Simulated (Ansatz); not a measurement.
Consider PtTe2 (space group P-3m1, No. 164; a = 4.053 Å, c = 5.097 Å; layered; relaxed with 0.1 eV smearing). Axes: x lies along a and z along c of the hexagonal cell.

All numbers come from plane-wave PAW DFT at the PBE-D3(BJ) level (Ansatz, a first-principles code, 420 eV), spin-orbit coupling left out.

The change: the cell is scaled by 0.9750 in all directions, atoms relaxed at fixed cell.

### Question
Predict the stress tensor and what it implies for the stiffness.

### Answer
Stress of the strained cell less that of the base (GPa, compression positive):
```
    8.1     0.0     0.0
    0.0     8.1     0.0
    0.0     0.0     5.8
```

Then B = −ΔP/(ΔV/V₀) with ΔV/V₀ = -0.0731 gives secant stiffness values (nonlinear terms included at this strain): B (at held cell shape, above the free-shape value) ≈ 100 GPa.

As a check, the harmonic strain energy −½ V₀ Δσ:ε is 41 meV/atom; the computed energy rise is 37 meV/atom.

Stability against distortions was not tested. The final runs are not spin-polarised.
